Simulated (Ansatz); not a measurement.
We consider PrIn3 (Pm-3m, No. 221), described by r²SCAN in Ansatz (PAW).

Numerical settings: plane-wave cutoff 500 eV, 12×12×12 k mesh, Fermi–Dirac smearing 0.1 eV, spin-polarised start, scalar-relativistic PAW data made under PBE.

Computed at the level's own relaxed cell.

**Question.** What does this level give for the equilibrium volume per atom and lattice constant a?

**Answer.** 
- equilibrium volume per atom = 26.13 Å³/atom
- lattice constant a = 4.711 Å

Note: the magnetic order was assumed, not searched for or taken from measurement; the 4f shell is treated without U or exact exchange, so its levels and filling can be wrong.

Spin–orbit coupling is not included.

Computed values are for the static lattice.

Cost on a shared machine: about 8 core-minutes (a rough figure).

Ansatz is a first-principles code.
